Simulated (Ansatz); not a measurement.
# Pressure series in WC

Take WC (space group P-6m2, No. 187; a = 2.8985 Å, c = 2.8277 Å) as the base.

Cell and atoms are relaxed at each pressure.

Method: PBEsol (Ansatz, a first-principles code), spin-orbit coupling left out.

```csv
P (GPa),V (Å³/atom)
-1.99,10.338
-0.99,10.312
0.89,10.264
2.09,10.234
4.49,10.176
9.00,10.071
15.00,9.939
22.50,9.786
30.00,9.644
```

A third-order Birch–Murnaghan fit to these points gives V₀ = 10.29 Å³/atom, B₀ = 406 GPa and B₀′ = 4.2. At pressure 30 GPa the volume is 93.8 % of V₀.

Load acts through the strain it causes; cell and atoms are relaxed under it. No phonon test of stability was made. No other phases were tried under pressure. The final runs are not spin-polarised.
